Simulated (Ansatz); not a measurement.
# MgS: response to strain

Base system: MgS in the rock salt structure (space group Fm-3m, No. 225; a = 5.203 Å).

Strains are applied to the cell and any free atomic positions relax.

Calculations: DFT with r2SCAN, PAW potentials and a 500 eV plane-wave cutoff in Ansatz (a first-principles code), no spin-orbit coupling.

```json
[
 {"case": "base", "electron mass": "0.53 mₑ along k, 0.31 mₑ across (at X)", "volume per atom": "17.61 Å³", "smallest direct gap": "4.64 eV", "band gap": "3.46 eV", "pressure": "0.00 GPa"},
 {"case": "isotropic strain +0.50 %", "electron mass": "0.52 mₑ along k, 0.30 mₑ across (at X)", "volume per atom": "17.87 Å³", "smallest direct gap": "4.52 eV", "band gap": "3.43 eV", "pressure": "-1.16 GPa"},
 {"case": "isotropic strain +1.00 %", "electron mass": "0.52 mₑ along k, 0.30 mₑ across (at X)", "volume per atom": "18.14 Å³", "smallest direct gap": "4.40 eV", "band gap": "3.40 eV", "pressure": "-2.24 GPa"},
 {"case": "isotropic strain +1.50 %", "electron mass": "0.52 mₑ along k, 0.30 mₑ across (at X)", "volume per atom": "18.41 Å³", "smallest direct gap": "4.28 eV", "band gap": "3.37 eV", "pressure": "-3.25 GPa"},
 {"case": "isotropic strain +2.00 %", "electron mass": "0.52 mₑ along k, 0.30 mₑ across (at X)", "volume per atom": "18.68 Å³", "smallest direct gap": "[?]", "band gap": "3.33 eV", "pressure": "[?]"},
 {"case": "isotropic strain +2.50 %", "electron mass": "0.51 mₑ along k, 0.30 mₑ across (at X)", "volume per atom": "18.96 Å³", "smallest direct gap": "[?]", "band gap": "3.30 eV", "pressure": "-5.09 GPa"},
 {"case": "isotropic strain +3.00 %", "electron mass": "0.51 mₑ along k, 0.30 mₑ across (at X)", "volume per atom": "19.24 Å³", "smallest direct gap": "3.94 eV", "band gap": "3.27 eV", "pressure": "-5.91 GPa"}
]
```

Question: Complete the table.

Answer: 
- isotropic strain +2.00 %, smallest direct gap: 4.16 eV
- isotropic strain +2.00 %, pressure: -4.20 GPa
- isotropic strain +2.50 %, smallest direct gap: 4.05 eV

Effective masses come from finite differences of ±0.01 Å⁻¹. Along k means along the line from Γ to the band edge. No phonon test of stability was made.
